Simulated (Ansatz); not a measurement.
# Hypothetical chalcopyrite AlBN2, response to strain

The parent structure is AlBN$_{2}$ in the chalcopyrite structure (space group I-42d, No. 122; a hypothetical phase, not in the database extracts checked).

```yaml
crystal:
  lattice:
    - [-2.05250, 2.05250, 3.84290]
    - [2.05250, -2.05250, 3.84290]
    - [2.05250, 2.05250, -3.84290]
  atoms:
    - { symbol: Al, position: [0.00000, 0.00000, 0.00000] }
    - { symbol: Al, position: [0.75000, 0.25000, 0.50000] }
    - { symbol: B, position: [0.50000, 0.50000, 0.00000] }
    - { symbol: B, position: [0.25000, 0.75000, 0.50000] }
    - { symbol: N, position: [0.37500, 0.43102, 0.55602] }
    - { symbol: N, position: [0.56898, 0.12500, 0.94398] }
    - { symbol: N, position: [0.87500, 0.81898, 0.44398] }
    - { symbol: N, position: [0.18102, 0.62500, 0.05602] }
```

Cartesian axes are those of the cell as printed.

Strains are applied to the cell and any free atomic positions relax; under stress the whole cell relaxes.

Levels (all Ansatz, a quantum-chemistry and plane-wave program, PAW): PBE (420 eV, no SOC); PBEsol (420 eV, no spin-orbit coupling).

The base cell above is that of PBE; each level relaxes its own structures.

```csv
case,"band gap, PBE","band gap, PBEsol"
isotropic strain −5.71 %,2.82 eV,?
isotropic strain −0.62 %,2.89 eV,2.69 eV
"strain tensor (xx, yy, zz, yz, xz, xy) = (−1.25, +1.77, +0.61, −0.17, +0.86, −0.72) %",2.84 eV,?
"uniaxial stress, 5 GPa tension along z",3.06 eV,2.89 eV
```

Q: What belongs in the blanks?

A: 
- isotropic strain −5.71 %, band gap, PBEsol: 2.59 eV
- strain tensor (xx, yy, zz, yz, xz, xy) = (−1.25, +1.77, +0.61, −0.17, +0.86, −0.72) %, band gap, PBEsol: 2.64 eV

PBE lies above PBEsol in every row, by 0.18 eV to 0.22 eV. They put the cases in the same order.

Stability under load was not tested beyond the relaxation.
